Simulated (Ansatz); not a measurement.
The parent structure is SiO₂ (space group P4_12_12, No. 92; a = 5.085 Å, c = 7.100 Å). Axes: x, y, z lie along a, b, c of the conventional cell.

The values are results of Ansatz (a first-principles code) PBE, no spin-orbit coupling, not measurements.

Base values:

```
Quantity             Value
-------------  -----------
Band gap           5.51 eV
Gap character  direct at Γ
```

Modification: tensile biaxial strain of 0.32 % in the plane normal to [001], as in epitaxy on a mismatched substrate; the out-of-plane cell vector and the atoms relax.

Question: Estimate the effect on the band gap, in-plane stress, out-of-plane strain and gap character.

Answer: The band gap falls by 0.015 eV, from 5.51 eV to 5.50 eV; the mean in-plane stress (compression positive) is -0.2 GPa; the out-of-plane strain comes out as +0.09 %; the gap character remains direct at Γ.

Semilocal Kohn–Sham gaps tend to fall short of experiment. Whether these cells are dynamically stable was not tested.
